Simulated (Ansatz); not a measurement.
Consider Ag in the simple cubic structure (space group Pm-3m, No. 221; a = 2.685 Å; a hypothetical phase, not in the database extracts checked; relaxed with 0.1 eV smearing). Axes: x, y, z lie along the cube axes.

Method: DFT with PBEsol, PAW potentials and a 420 eV plane-wave cutoff in Ansatz (a first-principles code), no SOC.

Base values:

The pressure is 0.0 GPa.

Perturbation: a pure shear with ε_yz = ε_zy = -0.0119, atoms relaxed at fixed cell.

Q: How does this affect the energy relative to the base and pressure?

A: The energy falls by 0.5 meV/atom; the pressure (mean of the normal stresses, compression positive) remains 0.0 GPa.

The cells carry an imposed strain or load. Stability against distortions was not tested. Under tensor shear ε_yz = −1.19 % the cell ends below the base's energy or with stress of the wrong sign: the atoms slid into a distortion or the cell is elastically unstable, so the base is not a stable minimum at this level.
